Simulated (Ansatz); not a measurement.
System: cubic perovskite CsSnI₃ (cubic high-temperature phase). Method: HSE06 in Ansatz (PAW).

Run with plane-wave cutoff 520 eV, 4×4×4 k mesh, scalar-relativistic PAW data made under PBE.

Computed at the level's own relaxed cell.

Hill averages of the elastic tensor: K = 16.6 GPa, G = 8.0 GPa. Volume 49.053 Å³/atom, mean atomic mass 126.466 u.

**Question.** Work out the density, the sound velocities of a polycrystal and the elastic Debye temperature at this level.

**Answer.** ρ = 1.66054 × 126.466/49.053 = 4.281 g/cm³. v_l = √[(K + 4G/3)/ρ] = 2.524 km/s and v_t = √(G/ρ) = 1.367 km/s. The mean follows from 3/v_m³ = 1/v_l³ + 2/v_t³: v_m = 1.525 km/s. Θ_D = (ħ/k_B) v_m (6π²/V)^(1/3) = 76.38 K Å s/km × 1.525 × 1.0648 Å⁻¹ = 124 K, counting all atoms of the cell.

Note: the relaxation could not lower the start's symmetry, so the cell can be a saddle point above a distorted one.

Ansatz is a first-principles code.
